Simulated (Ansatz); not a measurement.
Abridged Ansatz (a program for electronic structure) output:

```
Relaxation: its limit of steps is 50 (relax.max_steps)
Pseudopotential: Ti, paw, valence charge 12
Pseudopotential: B, paw, valence charge 3
Crystal: 3 atoms, lattice volume = 26.443 Å³
Basis set: ecut = 420 eV, 527 PW (Γ), exchange–correlation on 48×48×48 points (8 copies of the dense FFT grid, shifted against one another)
Bands: 13, of which v1, the nominal top of the filled ones, is band 9 counted from 1 (8 counted from 0)
Symmetry: 24 space group operations
k-points: 520 of 8712
Functional: x = pbe(κ = 0.804, μ = 0.2195149727645171), c = pbe(β = 0.06672455060314922)
SCF iter   1: F=—  HF=-2814.669827 eV  |F-HF|=—  |Δ(HF+E_count)|=         —  Δρ=2.73e-3  dr2=1.75e-3  ethr=1.77e-3  ⟨swp⟩=4.4  Hψ=33251  notcnv=0
SCF iter   2: F=—  HF=-2814.669233 eV  |F-HF|=—  |Δ(HF+E_count)|=   5.93e-4  Δρ=1.52e-3  dr2=6.39e-4  ethr=9.73e-6  ⟨swp⟩=1.2  Hψ=11353  notcnv=0
SCF 1 converged in 6 iterations: F = -2814.669085 eV  dr2 = 2.31e-11
relax step   1: F+E_penalty+E_count = -2814.66908450 eV  Δ(F+E_penalty+E_count) = +0.000e0 eV  max|allowed force component| = 2.097e-16 eV/Å  Δτ_max = 0.0000 Å  (6 SCF iters, accepted)
SCF converged after 6 iterations
Free energy (F): -2814.669085 eV
Internal energy: -2814.656288 eV  (E = F + TS)
E sigma→0 (E₀):  -2814.662686 eV
Entropy (-TS):   -0.012797 eV (-4.266 meV/atom)
Fermi energy:    14.701653 eV
--- Forces (eV/Å), atoms counted from 1 ---
  atom   1  Ti     0.00000000     0.00000000     0.00000000
  atom   2  B      0.00000000     0.00000000     0.00000000
  atom   3  B      0.00000000    -0.00000000     0.00000000
--- Stress (GPa, compression-positive) ---
       -2.687464      -0.000000       0.000000
       -0.000000      -2.687464       0.000000
        0.000000       0.000000     -12.552928
  P = ⅓ Tr σ = -5.9760 GPa (-59.760 kbar)
--- Relaxed structure (1 steps of the walk, 1 accepted, 0 SCFs on fresh bases) ---
  atoms:
    - { symbol: Ti, position: [0.0, 0.0, 0.0] }
    - { symbol: B, position: [0.6666666666666667, 0.3333333333333333, 0.5] }
    - { symbol: B, position: [0.33333333333333326, 0.6666666666666666, 0.5] }
```

Task: What was computed, and what are the main results?

Result: TiB2, 3 atoms in the cell, with Kohn–Sham DFT with the PBE functional, run in Ansatz with PAW and 420 eV plane waves, without spin-orbit coupling. The last SCF converged to F = -2814.669085 eV, or -938.2230 eV per atom, at a pressure of -5.98 GPa. The total energy compares only with runs of the same code, potentials and settings.

The cells carry an imposed strain or load. Stability against distortions was not tested. All final runs are without spin polarisation. The cell was made from TiB2 (space group P6/mmm, No. 191) by this change: uniaxial strain ε_zz = +3.00 %.

Keys are those of Ansatz 0.2.
